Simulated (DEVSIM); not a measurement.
Device: GaSb n-i-p diode, at 400 K.

```
layer (left to right)  material  thickness (μm)  Nd (cm⁻³)  Na (cm⁻³)  τn (s)  τp (s)
---------------------  --------  --------------  ---------  ---------  ------  ------
1                          GaSb            2.00     1.3e17          -  3.2e-9  3.2e-9
2                          GaSb           0.330          -     3.7e13  3.2e-9  3.2e-9
3                          GaSb           0.230          -     3.1e17  3.2e-9  3.2e-9
```

Left contact: ohmic. Right contact: ohmic. Voltage is applied to the left contact. Recombination: SRH at mid-gap, Auger. Mobility is μmin + (μ − μmin)/(1 + (N/Nref)^α).

Constants are typed, rounded textbook-type inputs, not results; the design itself was drawn at random and stands for no fabricated device. Values at 300 K; Nc and Nv go as T^1.5, mobilities as T to minus their exponent, the gap by Varshni's rule with the affinity fixed.

| parameter | GaSb |
|---|---|
| gap (eV) | 0.726 |
| affinity (eV) | 4.06 |
| permittivity | 15.7 |
| Nc (cm⁻³) | 2.1e17 |
| Nv (cm⁻³) | 1.8e19 |
| μn (cm²/Vs) | 5000 |
| μp (cm²/Vs) | 850 |
| μn,min | 1000 |
| μp,min | 190 |
| Nref,n | 2.8e17 |
| Nref,p | 9e17 |
| αn | 1.05 |
| αp | 0.65 |
| T exponent of μn | 2 |
| T exponent of μp | 1.7 |
| Cn (cm⁶/s) | 5e-30 |
| Cp (cm⁶/s) | 5e-30 |
| Varshni α (eV/K) | 0.00042 |
| Varshni β (K) | 140 |

Simulated with DEVSIM: 1D drift-diffusion, Boltzmann statistics, complete ionisation; no tunnelling, impact ionisation, image-force lowering or self-heating.

Base results: dark forward voltage at 1 A/cm² (V) 0.113; dark forward voltage at 100 A/cm² (V) 0.278.

Problem. What follows from this one change: thickness of layer 2 0.33 → 0.066 μm?

Solution. dark forward voltage at 1 A/cm² 0.113 → 0.118 V; dark forward voltage at 100 A/cm² little changed (0.278 V).

Problem. What follows from this one change: minority lifetime in layer 2 3.2e-09 → 9.6e-11 s?

Solution. dark forward voltage at 1 A/cm² 0.113 → 0.093 V; dark forward voltage at 100 A/cm² little changed (0.275 V).

Problem. What follows from this one change: constant mobility in place of the doping-dependent one?

Solution. dark forward voltage at 1 A/cm² 0.113 → 0.102 V; dark forward voltage at 100 A/cm² 0.278 → 0.265 V.
